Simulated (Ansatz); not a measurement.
Take ScPt3 in the Cu3Au type structure (space group Pm-3m, No. 221; a = 3.953 Å; relaxed with 0.1 eV smearing) as the base. Axes: x, y, z lie along the cube axes.

It is then changed as follows: the cell is compressed by 1.15 % along x with no lateral relaxation; the atoms relax in the strained cell.

Levels (all Ansatz, a first-principles code, PAW): PBEsol (420 eV, scalar-relativistic without spin-orbit coupling); PBEsol+SOC (420 eV, with spin-orbit coupling).

The geometry is relaxed with PBEsol.

```
Quantity          Result
---------------  -------
PBEsol pressure  2.7 GPa
```

With PBEsol+SOC at the same geometry, the pressure drops by 0.5 GPa, from 2.7 GPa to 2.2 GPa.

Single points use the geometry relaxed with PBEsol. The spin-orbit shifts are approximate. Stability against distortions was not tested. The runs without spin-orbit coupling are not spin-polarised.
